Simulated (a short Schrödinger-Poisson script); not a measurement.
Structure: MOS inversion layer, SiO2 on p-type Si(110), at 300 K.

From the gate side: 3.8 nm SiO2; 590 nm Si, acceptors 5.3e17 cm⁻³.

Constants are typed, rounded textbook-type inputs, not results; the design itself was drawn at random and stands for no fabricated device. SiO2: permittivity 3.9, conduction-band edge (eV) 3.15, gap (eV) 9, electron mass (mₑ) 0.5. Si: permittivity 11.7, conduction-band edge (eV) 0, gap (eV) 1.124, Nv at 300 K (cm⁻³) 3.1e19.

Channel valleys (confinement mass, in-plane density-of-states mass, number): Δ4 0.315, 0.324, 4; Δ2 0.19, 0.417, 2. At the gate the conduction-band edge of layer 1 lies 3.49 eV − eVg above the Fermi level of the channel; the field vanishes at the back. Gaps are held at their typed values at every temperature. Mesh 0.03 nm at interfaces.

From a short Schrödinger-Poisson script (our own, NumPy): 1D Poisson equation in equilibrium, electrons quantum, Hartree (BenDaniel-Duke, 12 states a valley, the channel's in-plane mass for all, wave functions free to enter the dielectric), parabolic valleys, classical holes, full ionisation, no traps, pinning or gate leakage.

```csv
Vg (V),electrons (cm⁻²),C (μF/cm²),Δ4 E0 (meV from the Fermi level),Δ2 E0 (meV from the Fermi level)
0.75,2.93e10,0.268,167.3,185.1
0.9,3.64e11,0.604,101.7,120.3
1.05,9.63e11,0.714,75.9,95.3
1.2,1.64e12,0.753,61.5,81.7
1.35,2.35e12,0.774,51.5,72.5
1.5,3.08e12,0.787,43.9,65.6
1.65,3.82e12,0.796,37.7,60.0
1.8,4.57e12,0.803,32.4,55.4
1.95,5.32e12,0.809,27.8,51.4
2.1,6.08e12,0.814,23.7,47.9
2.25,6.84e12,0.818,19.9,44.8
2.4,7.61e12,0.821,16.5,41.9
2.55,8.38e12,0.824,13.4,39.3
2.7,9.16e12,0.827,10.4,36.9
2.85,9.93e12,0.830,7.7,34.6
3,1.07e13,0.832,5.1,32.5
```

Gate voltages with under 1e9 electrons/cm² are left out.

**Question.** At Vg = 3 V the lowest Δ4 subband lies at 5.1 meV from the Fermi level. How many electrons does it hold, and what share of all?

**Answer.** The two-dimensional density of states is g m/(πħ²) = 5.41e11 cm⁻² meV⁻¹ (both spins), kT = 25.9 meV, so n = D kT ln(1 + exp(−E/kT)) = 8.39e12 cm⁻², 0.78 of the 1.07e13 cm⁻² in all.

**Question.** Compare the slope of the sheet density between 2.7 and 3 V with the geometric capacitance of the layers between gate and channel.

**Answer.** q Δn/ΔV = 0.822 μF/cm²; ε0/Σ(t/ε) = 0.909 μF/cm². The ratio is 0.91: the channel acts as a further capacitance in series.
